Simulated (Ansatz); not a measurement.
**Lattice parameter a of TiSi (model structure, started from the NbAs type, I4₁md, No. 109, 4 atoms in the cell) at several levels of theory**

No measured value is used here.

```csv
level (code),value (Å)
LDA (Ansatz),2.669
PBEsol (Ansatz),2.699
r²SCAN (Ansatz),2.732
r²SCAN+rVV10 (Ansatz),2.723
```

The crystal itself was run without spin with LDA, PBEsol, r²SCAN, r²SCAN+rVV10; a magnetic state was not tried in these runs. Cutoffs differ between the levels. Ansatz's density-functional and Hartree–Fock values are scalar-relativistic unless marked +SOC, with PAW data made under PBE.

A model structure was made by putting elements into a prototype or built by hand; it is no filed structure, need not be a known phase, and can be a saddle point held by its symmetry.

Ansatz is an electronic-structure program.
